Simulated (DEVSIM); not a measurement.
Structure: Schottky contact on n-type GaP, at 400 K.

Layer 1 from the left is GaP, thickness (μm) 0.950, Nd (cm⁻³) 1.1e16, τn (s) 2e-6, τp (s) 2e-6.

Left contact: Schottky, work function 5.48 eV, emission velocity 1.2e7 cm/s. Right contact: ohmic. Voltage is applied to the left contact. Recombination: SRH at mid-gap, radiative, Auger. Mobility is μmin + (μ − μmin)/(1 + (N/Nref)^α).

The device is made up for the run: typed textbook-type constants, with dimensions and the other settings drawn at random. Values at 300 K; Nc and Nv go as T^1.5, mobilities as T to minus their exponent, the gap by Varshni's rule with the affinity fixed.

GaP: gap (eV) 2.26, affinity (eV) 3.8, permittivity 11.1, Nc (cm⁻³) 1.8e19, Nv (cm⁻³) 1.9e19, μn (cm²/Vs) 250, μp (cm²/Vs) 150, μn,min 10, μp,min 10, Nref,n 4.4e18, Nref,p 1e18, αn 0.8, αp 0.85, T exponent of μn 1.6, T exponent of μp 1.98, B (cm³/s) 1e-13, Cn (cm⁶/s) 1e-30, Cp (cm⁶/s) 1e-30, Varshni α (eV/K) 0.00058, Varshni β (K) 372.

Model (solved in DEVSIM): 1D drift-diffusion, Boltzmann statistics, complete ionisation; no tunnelling, impact ionisation, image-force lowering or self-heating. Metal contacts follow the ideal Schottky-Mott rule: no Fermi-level pinning, no interface dipoles.

Dark forward current:

| |V| (V) | |J| (A/cm²) |
|---|---|
| 0.10 | 3.801e-13 |
| 0.15 | 1.489e-12 |
| 0.20 | 5.908e-12 |
| 0.25 | 2.399e-11 |
| 0.30 | 9.897e-11 |
| 0.35 | 4.120e-10 |
| 0.40 | 1.723e-9 |
| 0.45 | 7.214e-9 |
| 0.50 | 3.022e-8 |
| 0.55 | 1.265e-7 |
| 0.60 | 5.290e-7 |
| 0.65 | 2.209e-6 |
| 0.70 | 9.207e-6 |
| 0.75 | 3.829e-5 |
| 0.80 | 0.0001588 |
| 0.85 | 0.0006565 |
| 0.90 | 0.002703 |
| 0.95 | 0.01107 |
| 1.00 | 0.04501 |
| 1.05 | 0.1812 |
| 1.10 | 0.7175 |
| 1.15 | 2.750 |
| 1.20 | 9.810 |
| 1.25 | 30.13 |
| 1.30 | 73.62 |
| 1.35 | 142.6 |

**Question.** Work out the local ideality factor n = ΔV / (kT/q · ln(J2/J1)) between the rows 0.15 and 0.20 V, 0.45 and 0.50 V, 1.30 and 1.35 V.

**Answer.** kT/q = 34.47 mV. From 0.15 to 0.20 V: ln(5.908e-12/1.489e-12) = 1.378, n = 1.05, near the 1 of diffusion or emission over a barrier. From 0.45 to 0.50 V: ln(3.022e-8/7.214e-9) = 1.432, n = 1.01, near the 1 of diffusion or emission over a barrier. From 1.30 to 1.35 V: ln(142.6/73.62) = 0.661, n = 2.19; the layers' resistance at their doping, Σ W/(qμN) = 0.00034 Ω cm², would take 24 mV of this step of 50 mV.

**Question.** Estimate the current at 0.60 V for emission alone, J0 = q v N_band exp(−φB/kT), and read the barrier back from the simulated current.

**Answer.** φB = 1.680 eV, N_band = 2.77e19 cm⁻³, J0 = 3.63e-14 A/cm²; J = J0 (exp(qV/kT) − 1) = 1.32e-6 A/cm². The simulation gives 5.29e-7 A/cm²; the estimate lies 150 % above. Read backwards, the simulated current gives an apparent barrier of 1.711 eV. The estimate leaves out transport through the depletion region and minority injection.
